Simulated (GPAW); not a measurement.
```
Ti6PtAu
1.0
    4.95503     0.00000     0.00000
    0.00000     4.95503     0.00000
    0.00000     0.00000     4.95503
Ti Pt Au
6 1 1
Direct
  0.00000   0.50000   0.75355
  0.00000   0.50000   0.24645
  0.75355   0.00000   0.50000
  0.24645   0.00000   0.50000
  0.50000   0.75355   0.00000
  0.50000   0.24645   0.00000
  0.00000   0.00000   0.00000
  0.50000   0.50000   0.50000
```

Computed with LDA (Perdew-Wang 92), GPAW PAW datasets LDA (gpaw-data 1.0.1) (plane waves; GPAW 25.7.0).

The set-up and first iterations of a GPAW log for Ti6PtAu (Pm-3, 8 atoms in the cell):

```
Input parameters:
  convergence: {density: 1e-05,
                energy: 1e-05}
  kpts: [5 5 5]
  maxiter: 150
  mode: {ecut: 850.0,
         name: pw}
  nbands: -16
  occupations: {name: methfessel-paxton,
                order: 0,
                width: 0.136}
  symmetry: {symmorphic: False,
             tolerance: 0.0005}

species:
  Ti:
    name: Titanium
    Z: 22.0
    valence: 12
    core: 10
    charge: 0.0
    file: Ti.LDA.gz

    # Using partial waves for Ti as LCAO basis

  Pt:
    name: Platinum
    Z: 78.0
    valence: 16
    core: 62
    charge: 0.0
    file: Pt.LDA.gz

    # Using partial waves for Pt as LCAO basis

  Au:
    name: Gold
    Z: 79.0
    valence: 11
    core: 68
    charge: 0.0
    file: Au.LDA.gz

    # Using partial waves for Au as LCAO basis

Reference energy: -1155454.016160  # eV

Spin-paired calculation

Convergence criteria:
 Maximum [total energy] change in last 3 cyles: 1e-05 eV / valence electron
   [... lines left out ...]

Hamiltonian:
  XC and Coulomb potentials evaluated on a 70*70*70 grid
  External potential:
    NoExternalPotential

Number of atoms: 8
Number of atomic orbitals: 99
Number of bands in calculation: 65
Number of valence electrons: 99
Bands to converge: occupied

Density initialized from atomic densities
  65 bands from LCAO basis set

Atomic positions and initial magnetic moments

Positions:
   0 Ti     0.000000    2.477514    3.733861    ( 0.0000,  0.0000,  0.0000)
   1 Ti     0.000000    2.477514    1.221166    ( 0.0000,  0.0000,  0.0000)
   2 Ti     3.733861    0.000000    2.477514    ( 0.0000,  0.0000,  0.0000)
   3 Ti     1.221166    0.000000    2.477514    ( 0.0000,  0.0000,  0.0000)
   4 Ti     2.477514    3.733861    0.000000    ( 0.0000,  0.0000,  0.0000)
   5 Ti     2.477514    1.221166    0.000000    ( 0.0000,  0.0000,  0.0000)
   6 Pt     0.000000    0.000000    0.000000    ( 0.0000,  0.0000,  0.0000)
   7 Au     2.477514    2.477514    2.477514    ( 0.0000,  0.0000,  0.0000)

Unit cell:
           periodic     x           y           z      points  spacing
  1. axis:    yes    4.955027    0.000000    0.000000    35     0.1416
  2. axis:    yes    0.000000    4.955027    0.000000    35     0.1416
  3. axis:    yes    0.000000    0.000000    4.955027    35     0.1416

  Lengths:   4.955027   4.955027   4.955027
  Angles:   90.000000  90.000000  90.000000

Effective grid spacing dv^(1/3) = 0.1416
     iter     time        total  log10-change:
                         energy   eigst   dens
iter:   1 --:--:--   -70.682725
iter:   2 --:--:--   -66.844449   -0.62  -1.24
iter:   3 --:--:--   -63.408961   -0.59  -1.30
iter:   4 --:--:--   -62.303014   -0.68  -1.43
iter:   5 --:--:--   -62.078723   -0.92  -1.65
```

### Question
Will this run converge, and how will it end?

### Answer
The run converged in 33 iterations. Its thresholds were met; that alone does not show that basis and mesh suffice. It ends on: free energy E − TS (from the program's reference atoms) -61.8335 eV; Fermi level (on the code's own zero) 10.08 eV; pressure 1.37 GPa; largest force (vector length) 0.014 eV/Å. The log goes on:

```
   [... 7 lines left out ...]
iter:  13 --:--:--   -61.789103   -3.63  -2.89
iter:  14 --:--:--   -61.791617   -3.12  -3.16
iter:  15 --:--:--   -61.788045   -3.83  -2.96
iter:  16 --:--:--   -61.788011   -4.47  -3.51
iter:  17 --:--:--   -61.788034c  -5.04  -3.73
iter:  18 --:--:--   -61.788031c  -5.26  -3.73
iter:  19 --:--:--   -61.788023c  -5.94  -3.80
iter:  20 --:--:--   -61.788040c  -6.64  -3.78
iter:  21 --:--:--   -61.787998c  -5.15  -3.77
   [... 7 lines left out ...]
iter:  29 --:--:--   -61.787952c  -6.61  -4.15
iter:  30 --:--:--   -61.787946c  -6.49  -4.17
iter:  31 --:--:--   -61.787958c  -5.75  -4.27
iter:  32 --:--:--   -61.787946c  -6.72  -4.52
iter:  33 --:--:--   -61.787947c  -7.58c -5.08c
Converged after 33 iterations.

Dipole moment: (0.000000, -0.000000, 0.000000) |e|*Ang

Energy contributions relative to reference atoms: (reference = -1155454.016160)

Kinetic:        +19.264286
Potential:      -18.898921
External:        +0.000000
XC:             -61.882374
Entropy (-ST):   -0.091127
Local:           -0.225375
SIC:             +0.000000
--------------------------
Free energy:    -61.833510
Extrapolated:   -61.787947

Showing only first 2 kpts
 Kpt  Band  Eigenvalues  Occupancy
  0    47      9.21903    2.00000
  0    48      9.21903    2.00000
  0    49      9.48267    2.00000
  0    50      9.48267    2.00000

  1    47      9.37633    2.00000
  1    48      9.53374    2.00000
  1    49      9.62742    2.00000
  1    50      9.82895    1.99072

Fermi level: 10.07915

No gap
No difference between direct/indirect transitions
Energy (eV): -61.787947

Forces in eV/Ang:
  0 Ti    0.00000    0.00000   -0.01448
  1 Ti    0.00000    0.00000    0.01448
  2 Ti   -0.01448    0.00000    0.00000
  3 Ti    0.01448    0.00000    0.00000
  4 Ti    0.00000   -0.01448    0.00000
  5 Ti    0.00000    0.01448    0.00000
  6 Pt   -0.00000   -0.00000   -0.00000
  7 Au    0.00000    0.00000    0.00000

Stress tensor:
    -0.008579     0.000000     0.000000
     0.000000    -0.008579     0.000000
     0.000000     0.000000    -0.008579
Stress (GPa, Voigt): [-1.3745 -1.3745 -1.3745  0.      0.      0.    ]
```

For comparison: a first run was changed to give this one (lattice scaled by 0.98), and from it to this one the free energy drops by 20.5 meV/atom, the pressure goes from -8.23 to 1.37 GPa and the largest force goes from 0.000 to 0.014 eV/Å.

The starting cell comes from a database of computed structures (which also holds hypothetical and non-ambient phases and stackings), without a prior relaxation at this level. For this run, on top of that: lattice scaled by 0.98. Spin-orbit coupling is off. Spin polarisation is off.

The run was DFT LDA (Perdew-Wang 92), plane waves, GPAW PAW datasets LDA (gpaw-data 1.0.1). Main settings of its input:

```
key                              value
-------------------  -----------------
mode                                pw
ecut                            850 eV
xc                                 LDA
kpts                             5 5 5
mesh shift (steps)               0 0 0
occupations.name     methfessel-paxton
occupations.width             0.136 eV
occupations.order                    0
nbands                             -16
convergence.density   1e-05 e/electron
convergence.energy   1e-05 eV/electron
symmetry.symmorphic              false
```
